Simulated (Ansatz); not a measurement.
SnO$_{2}$ (P4_2/mnm): electron mass 0.219 mₑ, hole mass 1.60 mₑ, dielectric constants ε∞ = 4.54 and ε₀ = 12.0, effective LO phonon energy 65 meV (band masses from r2SCAN, rigid bands (Ansatz, a first-principles code), cell and atoms relaxed with PBEsol; dielectric constants and zone-centre modes from LDA (Ansatz) on its own relaxed cell).

Question: Estimate a shallow donor's binding energy, its radius and the Mott density in the hydrogenic model.

Answer: E_d = 13.606 eV × m/ε₀² = 20.7 meV and a = 0.0529 nm × ε₀/m = 2.90 nm; n^(1/3) a = 0.26 gives 7.2e17 cm⁻³. The orbit spans many cells, so the model is sensible.

Question: Bracket the exciton binding energy.

Answer: The reduced mass is 0.193 mₑ, which gives 18.2 meV with ε₀ and 127 meV with ε∞. The phonon energy lies between the two, so neither limit holds, and the model's value lies between them.

Isotropic masses (harmonic means over directions) and a parabolic band; the masses carry the functional's gap error.
